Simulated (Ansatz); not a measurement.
# W: transverse stress against strain

W (bcc, Im-3m, 15.910 Å³/atom at rest, cube axes along x, y and z) under a strain ε along a cube axis (axis z), the other axes held. r2SCAN in Ansatz, a plane-wave DFT program (PAW, default set), 500 eV, 29×29×29 Γ-centred mesh, Fermi-Dirac smearing 0.10 eV; ions are relaxed within the symmetry of each cell. Stress is positive for a compressed cell.

Here s stands for strain and y for stress xx.

| strain (%) | stress xx (GPa) |
|---|---|
| -1.50 | 3.19 |
| -1.00 | 2.10 |
| -0.50 | 1.04 |
| 0.00 | 0.00 |
| 0.50 | -1.01 |
| 1.00 | -1.99 |
| 1.50 | -2.95 |
| 3.00 | ? |

Fit y of the 7 rows that show it with a straight line. Means: s 0, y 0.054. About the means, the sum of products is -14.325 and the sum of squares of s is 7.0000; the slope is their ratio. Least squares gives y = 0.054 - 2.0464·s. Residuals (row less fit): 0.066, 0.000, -0.037, -0.054, -0.041, 0.002, 0.066; standard error 0.054 (degrees of freedom: 5). The slope gives the elastic constant C12 = 205 ± 2 GPa.

Task: What does the fit predict for y at s = 3.00, and how far is the calculated value from it?

Result: y = 0.054 - 2.0464 × 3.0 = -6.085 GPa. The calculation gives -5.69 GPa, 0.395 GPa above the prediction (4.4 % of the range of y in the table). The row lies outside the fitted rows, so this is an extrapolation. From the scatter of the fitted rows alone, a prediction at this place has a standard error of 0.084 GPa, so the miss is 4.7 times that.

One order more, fitted to all 13 runs of the series, follows each within 0.01, so the miss is the next term of a smooth law. In a metal these values are sensitive to mesh and smearing; energies are taken to zero smearing, stresses follow the free energy. Rows are the converged runs of the series near zero and its far end; series whose fitted rows scatter by over a few per cent of the range, as at a crossing or softening among them, aren't shown in this form. Most that stay on the fit to the last digits aren't either.
